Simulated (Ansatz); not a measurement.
Functionals compared on O on the 1x1 (111) surface of fcc Ni, ferromagnetic, one in a 2x2 cell, started at the site 'bridge Ni-Ni (span 2.5 Å)', in Ansatz (plane waves, PAW). The structure was relaxed with PBE; the other rows are single points on it, each with its references at the same level. Cutoff 420 eV.

Slab: 17 atoms, 6.0 Å thick at the start under the adsorbate (thin: gaps and levels are the slab's own); k 7x7x1, smearing 0.1 eV, dipole-corrected; 8 atoms held, the rest relaxed; held to the start's symmetry, so lower structures may exist; spin-polarised, no spin-orbit, no U, no dispersion correction. At the end it is bonded to 3 Ni. In PBE it is, or lies within 0.03 eV of, the lowest of the starts that converged. These notes are the PBE run's. Adsorption energies are against ½ O2(g). A negative adsorption energy means that the adsorbate is more stable on the surface than in its reference.

| functional | adsorption energy (eV) | work function of the top face (eV) | change of the work function (eV) | magnetic moment of the cell (μB) | rough cost of the single point |
|---|---|---|---|---|---|
| PBE | -2.32 | 5.73 | 0.65 | 10.18 | – |
| RPBE | … | … | … | 10.35 | about 6 core-minutes (a rough figure) |

Task: What belongs in the gaps?

Result: 
- RPBE, adsorption energy (eV): -2.02
- RPBE, work function of the top face (eV): 5.56
- RPBE, change of the work function (eV): 0.66

Ansatz is a first-principles code.
